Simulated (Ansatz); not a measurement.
**GaN: response to strain**

The reference is GaN in the wurtzite structure (space group P6_3mc, No. 186).

```cif
data_Ga2N2
_chemical_formula_sum 'Ga2 N2'
_space_group_name_H-M_alt 'P 1'
_space_group_IT_number 1
_cell_length_a 3.18330
_cell_length_b 3.18330
_cell_length_c 5.18388
_cell_angle_alpha 90.000
_cell_angle_beta 90.000
_cell_angle_gamma 120.000
loop_
_space_group_symop_operation_xyz
  'x, y, z'
loop_
_atom_site_label
_atom_site_type_symbol
_atom_site_fract_x
_atom_site_fract_y
_atom_site_fract_z
_atom_site_occupancy
Ga1 Ga 0.66667 0.33333 0.00099 1
Ga2 Ga 0.33333 0.66667 0.50099 1
N1 N 0.66667 0.33333 0.62421 1
N2 N 0.33333 0.66667 0.12421 1
```

Strains are applied to the cell and any free atomic positions relax.

Levels (all Ansatz, an electronic-structure program, PAW, earlier PAW set): r2SCAN (500 eV, no spin-orbit coupling); HSE06 (420 eV, no spin-orbit coupling).

| isotropic strain (%) | band gap, r2SCAN (eV) | band gap, HSE06 (eV) |
|---|---|---|
| 0 | 2.35 | 3.20 |
| 0.86 | 2.17 | 3.00 |
| 3.74 | ? | ? |
| 4.11 | 1.51 | 2.27 |

**Question.** Fit E_g = E₀ + Dε (ε in %) to the rows shown and predict the withheld row.

**Answer.** Least squares on the printed values gives 

- r2SCAN: E₀ = 2.35 eV, D = -204 meV per % of strain (largest residual 0.00 eV); this predicts 1.58 eV, and the run gives 1.59 eV, in agreement
- HSE06: E₀ = 3.20 eV, D = -226 meV per % of strain (largest residual 0.00 eV); this predicts 2.35 eV, and the run gives 2.36 eV, in agreement.

Single points use the geometry relaxed with r2SCAN. No phonon test of stability was made.
